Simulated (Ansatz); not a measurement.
Pressure series in Sc

The parent structure is Sc in the hcp (Mg type) structure (space group P6_3/mmc, No. 194; a = 3.319 Å, c = 5.166 Å).

Cell and atoms are relaxed at each pressure.

Level of theory: PBE, PAW, 420 eV (Ansatz, a program for electronic structure; spin-orbit coupling left out).

```tsv
pressure (GPa)	volume per atom (Å³/atom)
-2	25.641
-1	25.124
0	24.650
0.9	24.255
4.5	?
9	21.570
15	20.182
22.5	18.826
30	17.719
```

**Question.** Fit the third-order Birch–Murnaghan form P(V) = (3B₀/2)[(V₀/V)^(7/3) − (V₀/V)^(5/3)]·[1 + (3/4)(B₀′ − 4)((V₀/V)^(2/3) − 1)] (squares taken in P) to the rows shown and predict the withheld row.

**Answer.** Least squares on the printed values gives V₀ = 24.652 Å³/atom, B₀ = 54.8 GPa, B₀′ = 3.2; this predicts 22.915 Å³/atom, and the run gives 22.902 Å³/atom, 0.013 lower.

Load acts through the strain it causes; cell and atoms are relaxed under it. Stability against distortions was not tested. Competing high-pressure phases were not computed. All final runs are without spin polarisation.
